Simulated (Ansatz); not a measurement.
Input and output of a self-consistent single point for Al₂Ru (Fddd, 6 atoms in the cell) (Ansatz, an electronic-structure program)

Method of the run: LDA (PW92), default PAW files made with PBE (plane waves; Ansatz).

Input:

Ansatz 0.2 input:
```yaml
# Al2Ru
crystal:
  lattice:
    - [0.00000000, 4.00978400, 4.41348300]
    - [2.36423700, 0.00000000, 4.41348300]
    - [2.36423700, 4.00978400, 0.00000000]
  atoms:
    - { symbol: Al, position: [0.07906000, 0.42094000, 0.07906000] }
    - { symbol: Al, position: [0.42094000, 0.07906000, 0.42094000] }
    - { symbol: Al, position: [0.17094000, 0.82906000, 0.17094000] }
    - { symbol: Al, position: [0.82906000, 0.17094000, 0.82906000] }
    - { symbol: Ru, position: [0.75000000, 0.75000000, 0.75000000] }
    - { symbol: Ru, position: [0.50000000, 0.50000000, 0.50000000] }
basis:
  ecutwfc: 420.0
kpoints:
  mp_grid:
    grid: [7, 7, 7]
hamiltonian:
  xc: lda
  pseudopotentials:
    kind: paw
scf:
  occupations:
    method: fermi_dirac
    width: 0.1
output:
  forces: true
  eigenvalues: true
  stress: true
```

Output (repeated stretches shortened):

```
WARN ansatz: RAYON_NUM_THREADS=1 ignored (pool sized by the plan → 1); use --threads N
Pseudopotentials: kind: paw
Pseudopotential: Al, paw, valence charge 3
Pseudopotential: Ru, paw, valence charge 16
Crystal: 6 atoms, lattice volume = 83.680 Å³
Basis set: ecut = 420 eV, 1633 PW (Γ)
Bands: 28, of which v1, the nominal top of the filled ones, is band 22 counted from 1 (21 counted from 0)
Symmetry: 8 space group operations
Space group: Fddd (ITA 70), of the structure as read, at distance tolerance 4.4e-5 Å
k-points: 64 of 343
PAW frozen core: Al, regenerated for the run's functional, and the local potential with it
PAW frozen core: Ru, regenerated for the run's functional, and the local potential with it
Initial density: superposition of atomic densities (neutral atoms: chi_scale 0, normalization atom), corrected by the library's trained network
Initial wavefunctions: pseudopotential atomic-orbital guess
Eigensolver: davidson
Functional: x = slater, c = lda
SCF iter   1: F=—  HF=-13572.263766 eV  |F-HF|=—  |Δ(HF+E_count)|=         —  Δρ=6.25e-3  dr2=2.72e-2  ethr=1.77e-3  ⟨swp⟩=6.5  Hψ=8281  notcnv=0
all-band conjugate gradients solve this SCF's bands
preconditioner: auto → none
SCF iter   2: F=—  HF=-13572.259636 eV  |F-HF|=—  |Δ(HF+E_count)|=   4.13e-3  Δρ=2.47e-3  dr2=2.23e-3  ethr=6.18e-5  ⟨swp⟩=1.4  Hψ=2719  notcnv=0
SCF iter   3: F=—  HF=-13572.259384 eV  |F-HF|=—  |Δ(HF+E_count)|=   2.52e-4  Δρ=5.25e-4  dr2=8.27e-5  ethr=5.07e-6  ⟨swp⟩=1.7  Hψ=2523  notcnv=0
SCF iter   4: F=—  HF=-13572.259389 eV  |F-HF|=—  |Δ(HF+E_count)|=   5.00e-6  Δρ=4.81e-5  dr2=1.85e-6  ethr=1.88e-7  ⟨swp⟩=2.4  Hψ=2749  notcnv=0
iter 5 did not close the SCF: its close was put off for the readings that it lacked (scf_convergence_deferred on its scf_iter line)
SCF iter   5: F=-13572.259389 eV  HF=-13572.259389 eV  |F-HF|=2.56e-8  |Δ(HF+E_count)|=   1.28e-7  Δρ=9.53e-6  dr2=5.86e-8  ethr=4.21e-9  ⟨swp⟩=2.0  Hψ=2816  notcnv=0
SCF iter   6: F=-13572.259389 eV  HF=-13572.259389 eV  |F-HF|=3.71e-10  |Δ(HF+E_count)|=   1.11e-8  Δρ=1.84e-6  dr2=1.45e-9  ethr=1.33e-10  ⟨swp⟩=2.1  Hψ=6178  notcnv=0
SCF 1 converged in 6 iterations: F = -13572.259389 eV  dr2 = 1.45e-9
SCF converged after 6 iterations
Free energy (F): -13572.259389 eV
Harris-Foulkes:  -13572.259389 eV  (|F-HF|=3.71e-10)
Internal energy: -13572.253418 eV  (E = F + TS)
E sigma→0 (E₀):  -13572.256404 eV
Entropy (-TS):   -0.005971 eV (-0.995 meV/atom)
Fermi energy:    13.515337 eV
--- Per-component energies (eV) ---
  E_band       = -305.899215
  E_kinetic    = 1131.746624
  E_local      = -4244.140649  (includes V_loc(G=0)·N_el)
  E_nonlocal   = 741.937721
  E_hartree    = 1566.541193
  E_xc         = -540.897618
  E_vxc        = -600.738181  (∫ρ·V_xc dr)
  E_paw        = -8457.753938  (= ΣΔE_a)
  E_vpaw       = -467.788829  (= ΣTr[D̂ρ^β])
  E_aug_tail   = -0.000476  (compensation charges beyond the density's cutoff)
  E_ewald      = -3771.052511
  E_core_change = 1.366236  (= ΣΔE_core)
  E_smearing   = -0.005971  (= −TS)
  E_closure    = 0.000000  (closes the sum)
  Σ components = -13572.259389   (vs F -13572.259389, Δ=0.00e0)
--- Forces (eV/Å), atoms counted from 1 ---
  atom   1  Al     0.00000000    -0.07691281     0.00000000
  atom   2  Al     0.00000000     0.07691281     0.00000000
  atom   3  Al     0.00000000     0.07691281     0.00000000
  atom   4  Al     0.00000000    -0.07691281     0.00000000
  atom   5  Ru     0.00000000     0.00000000     0.00000000
  atom   6  Ru     0.00000000     0.00000000     0.00000000
  max |Σ_I F_I| component: 0.00e0 eV/Å
--- Stress (GPa, compression-positive) ---
       -7.407978       0.000000       0.000000
        0.000000      -6.380138       0.000000
        0.000000       0.000000      -7.712469
  P = ⅓ Tr σ = -7.1669 GPa (-71.669 kbar)
  The stress holds the Pulay correction. Without it, at fixed plane waves, as pw.x and ABINIT print it: P = -7.2192 GPa
--- Band table (eV; the first three rows and the last of 64) ---
  k-point 0: bands = ["-58.7391", "-58.7273", "-28.9230", "-28.8417", "-28.8394", "-28.7958", "-28.7849", "-28.7754", "2.7475", "7.5177", "9.0982", "9.1476", "9.6247", "10.0426", "10.2603", "10.3200", "10.4512", "10.7802", "11.7051", "12.4485", [...]
  k-point 1: bands = ["-58.7387", "-58.7277", "-28.9210", "-28.8518", "-28.8315", "-28.7960", "-28.7850", "-28.7758", "2.9851", "7.5160", "8.4831", "9.0113", "9.3510", "10.2869", "10.3078", "10.6030", "10.6546", "11.0317", "11.5682", "12.2882", [...]
  k-point 2: bands = ["-58.7375", "-58.7288", "-28.9160", "-28.8632", "-28.8264", "-28.7955", "-28.7854", "-28.7765", "3.6759", "7.3040", "7.5379", "8.9008", "9.4312", "9.8035", "10.1527", "10.7483", "10.9817", "11.3780", "11.6365", "11.9177", [...]
  k-point 63: bands = ["-58.7334", "-58.7328", "-28.8877", "-28.8831", "-28.8241", "-28.8203", "-28.7744", "-28.7741", "4.8177", "4.8264", "8.0967", "8.5903", "9.6999", "10.0051", "10.2988", "10.3987", "11.4605", "11.4605", "11.8409", "11.8998", [...]
```

The run converged in 6 iterations.

The starting cell comes from a database of computed structures (which also holds hypothetical and non-ambient phases and stackings), without a prior relaxation at this level. Its lattice was rescaled by up to half a per cent. Spin polarisation is off. With a pressure of about -7 GPa the cell is away from its equilibrium volume at this level. Ansatz's pressure includes its estimate of the finite-basis (Pulay) stress.
